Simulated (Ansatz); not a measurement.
**Response to strain in TiAl**

Base system: TiAl (space group P4/mmm, No. 123; relaxed with 0.1 eV smearing).

```xyz
2
Lattice="2.7662 0.0000 0.0000 0.0000 2.7662 0.0000 0.0000 0.0000 4.0021" Properties=species:S:1:pos:R:3 pbc="T T T"
Ti     0.0000     0.0000     0.0000
Al     1.3831     1.3831     2.0010
```

Cartesian axes are those of the cell as printed.

Strains are applied to the cell and any free atomic positions relax.

Computed with LDA in Ansatz (plane waves to 420 eV, PAW, no SOC).

Notes on the quantities. pressure: mean of the normal stresses, compression positive; energy relative to the base: free energy F.

```tsv
case	pressure	shortest interatomic distance	energy relative to the base
base	0.0 GPa	276.6 pm	0 meV/atom
uniaxial strain ε_xx = −3.00 %	(withheld)	268.3 pm	+9.8 meV/atom
uniaxial strain ε_xx = −2.50 %	(withheld)	269.7 pm	+6.7 meV/atom
uniaxial strain ε_xx = −2.00 %	2.7 GPa	271.1 pm	+4.3 meV/atom
uniaxial strain ε_xx = −1.50 %	2.0 GPa	272.5 pm	(withheld)
uniaxial strain ε_xx = −1.00 %	1.3 GPa	273.9 pm	+1.0 meV/atom
uniaxial strain ε_xx = +1.00 %	-1.2 GPa	276.6 pm	+1.0 meV/atom
uniaxial strain ε_xx = +1.50 %	-1.8 GPa	276.6 pm	+2.2 meV/atom
uniaxial strain ε_xx = +2.00 %	-2.4 GPa	276.6 pm	+3.9 meV/atom
uniaxial strain ε_xx = +3.00 %	(withheld)	276.6 pm	+8.5 meV/atom
```

Complete the table.


- uniaxial strain ε_xx = −3.00 %, pressure: 4.2 GPa
- uniaxial strain ε_xx = −2.50 %, pressure: 3.4 GPa
- uniaxial strain ε_xx = −1.50 %, energy relative to the base: +2.4 meV/atom
- uniaxial strain ε_xx = +3.00 %, pressure: -3.5 GPa

Stability against distortions was not tested. The final runs are not spin-polarised.

Ansatz is a first-principles code.
